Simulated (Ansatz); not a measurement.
An Ansatz (a quantum-chemistry and plane-wave program) run: TiO2 with a change (pressure 9 GPa); Kohn–Sham DFT with the LDA functional, run in Ansatz with PAW and 420 eV plane waves, without spin-orbit coupling.

Input:

Ansatz 0.2 input:
```yaml
crystal:
  lattice:
    - [-1.8644390548, 1.8644390548, 4.6459589126]
    - [1.8644390548, -1.8644390548, 4.6459589126]
    - [1.8644390548, 1.8644390548, -4.6459589126]
  atoms:
    - { symbol: Ti, position: [0.75, 0.25, 0.5] }
    - { symbol: Ti, position: [0, 0, 0] }
    - { symbol: O, position: [0.5397809481, 0.0397809481, 0.5] }
    - { symbol: O, position: [0.7897809481, 0.7897809481, 0] }
    - { symbol: O, position: [0.2102190519, 0.2102190519, 0] }
    - { symbol: O, position: [0.9602190519, 0.4602190519, 0.5] }
basis: { ecutwfc: 420, ecutrho_ratio: 4, xc_grid: 2, fft_grid_basis: typed }
kpoints: { mp_grid: { grid: [12, 12, 12] } }
hamiltonian:
  xc: lda
  dispersion: none
  pseudopotentials: { kind: paw }
scf: { occupations: { method: fermi_dirac, width: 0.05 } }
relax: { f_tol: 0.01, max_steps: 60, cell: { stress_tol: 0.02, p_target: 9.0 } }
output: { forces: true, stress: true }
checkpoint: { write: state.ck, write_every: 1000 }
```

Output (explanatory and most iteration lines left out):

```
Relaxation: its limit of steps is 60 (relax.max_steps)
Pseudopotential: Ti, paw, valence charge 12
Pseudopotential: O, paw, valence charge 6
Crystal: 6 atoms, lattice volume = 64.600 Å³
Basis set: ecut = 420 eV, 1267 PW (Γ), exchange–correlation on 72×72×72 points (8 copies of the dense FFT grid, shifted against one another)
Bands: 30, of which v1, the nominal top of the filled ones, is band 24 counted from 1 (23 counted from 0)
Symmetry: 16 space group operations
Space group: I41/amd (ITA 141), of the structure as read, at distance tolerance 4.0e-5 Å
k-points: 163 of 1728
Functional: x = slater, c = lda
SCF iter   1: F=—  HF=-7130.490862 eV  |F-HF|=—  |Δ(HF+E_count)|=         —  Δρ=1.86e-2  dr2=1.93e-1  ethr=1.77e-3  ⟨swp⟩=5.7  Hψ=20134  notcnv=0
SCF iter   2: F=—  HF=-7130.494949 eV  |F-HF|=—  |Δ(HF+E_count)|=   4.09e-3  Δρ=2.04e-2  dr2=2.42e-1  ethr=4.02e-4  ⟨swp⟩=2.0  Hψ=9502  notcnv=0  defer=243
SCF 1 converged in 7 iterations: F = -7130.445065 eV  dr2 = 1.02e-9
relax step   1: F+E_penalty+E_count = -7130.44506476 eV  Δ(F+E_penalty+E_count) = +0.000e0 eV  max|allowed force component| = 2.083e-4 eV/Å  Δτ_max = 0.0000 Å  P = +4.493 GPa  Ω = 64.600 Å³  (7 SCF iters, dr2 threshold 1.00e-7 eV, accepted)
[... steps on the carried basis left out ...]
relax step  10: F+E_penalty+E_count = -7130.38510757 eV  Δ(F+E_penalty+E_count) = +5.393e-5 eV  max|allowed force component| = 1.133e-5 eV/Å  Δτ_max = 0.0000 Å  P = +8.999 GPa  Ω = 63.173 Å³  stress off target by 3.11e-3 GPa  SCF on the basis re-selected at this cell (its energy is not comparable with the rows above)  (5 SCF iters)
SCF converged after 5 iterations
Free energy (F): -7130.385108 eV
Internal energy: -7130.385108 eV  (E = F + TS)
E sigma→0 (E₀):  -7130.385108 eV
Fermi energy:    9.102009 eV
--- Forces (eV/Å), atoms counted from 1 ---
  atom   1  Ti     0.00000000     0.00000000     0.00000000
  atom   2  Ti     0.00000000    -0.00000000     0.00000000
  atom   3  O      0.00000000     0.00000000     0.00001133
  atom   4  O     -0.00000000    -0.00000000     0.00001133
  atom   5  O      0.00000000     0.00000000    -0.00001133
  atom   6  O     -0.00000000    -0.00000000    -0.00001133
--- Stress (GPa, compression-positive) ---
        9.000110      -0.000000       0.000000
       -0.000000       9.000110       0.000000
        0.000000      -0.000000       8.996890
  P = ⅓ Tr σ = 8.9990 GPa (89.990 kbar)
--- Relaxed structure (7 steps of the walk, 7 accepted, 3 SCFs on fresh bases) ---
  cell:  # Å, volume = 63.1728 Å³
    - [-1.860574948869508, 1.860574948869508, 4.562212842594964]
    - [1.860574948869508, -1.860574948869508, 4.562212842594964]
    - [1.860574948869508, 1.860574948869508, -4.562212842594964]
  atoms:
    - { symbol: Ti, position: [0.75, 0.25, 0.5] }
    - { symbol: Ti, position: [-2.387423318372407e-36, -3.228065331883817e-36, -5.6154886502562245e-36] }
    - { symbol: O, position: [0.5372894068345107, 0.03728940683451071, 0.5] }
    - { symbol: O, position: [0.7872894068345108, 0.7872894068345108, 3.191869948812843e-36] }
    - { symbol: O, position: [0.2127105931654893, 0.2127105931654893, 2.328017924797075e-37] }
    - { symbol: O, position: [0.9627105931654893, 0.4627105931654894, 0.5] }
```

Load acts through the strain it causes; cell and atoms are relaxed under it. No phonon test of stability was made. Competing high-pressure phases were not computed. All final runs are without spin polarisation. The cell was made from TiO₂ in the anatase structure (space group I4_1/amd, No. 141) by this change: pressure 9 GPa.
